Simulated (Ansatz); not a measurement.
```
CELL_PARAMETERS angstrom
      0.00000     2.15487     2.15487
      2.15487     0.00000     2.15487
      2.15487     2.15487     0.00000
ATOMIC_POSITIONS crystal
  O  0.00000 0.00000 0.00000
  Fe 0.50000 0.50000 0.50000
```

Spin-polarised, with starting moments of sign O+ Fe+.

Calculations: PBE (Ansatz, an electronic-structure program, PAW, no spin-orbit coupling), earlier PAW set. Settings: 19×19×19 k-points, 0.05 eV Fermi–Dirac smearing.

### Question
Predict the largest site moment, space group and band gap.

### Answer
```json
{
 "largest_site_moment": "3.45 μB",
 "space_group": "Fm-3m (No. 225)",
 "band_gap": "zero"
}
```

No phonon test of stability was made. No Hubbard U is applied and the magnetic state is the run's own (FeO ferromagnetic); other magnetic orders, which need larger cells, were not tried and can change the gap. The cell was made from CdO by this change: Cd → Fe. In its common phase, real FeO is an antiferromagnetic insulator at low temperature.
